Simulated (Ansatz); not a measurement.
The (000-1) surface of wurtzite CdSe, Se-terminated, Br on every top atom (bottom of the slab: 2 H on 4 bottom sites)

Method: PBE (plane waves to 420 eV, PAW; Ansatz, an electronic-structure program).

Model: 38-atom slab, 15.8 Å thick at the start with caps and adatoms, 3x3x1 mesh, Fermi-Dirac 0.025 eV, dipole correction, 8 atoms held, the rest relaxed; start symmetry kept, larger cells not searched; no spin (no spin-polarised run to compare, though such a face may carry moments), no spin-orbit, no U. The slab shows no gap over 0.04 eV on its mesh. It is one candidate, not shown to be the stable structure of the face.

| Item | Result |
|---|---|
| work function of the top face | 5.16 eV |
| energy released by relaxation | 1.13 eV |
| cost | roughly 40 core-minutes |
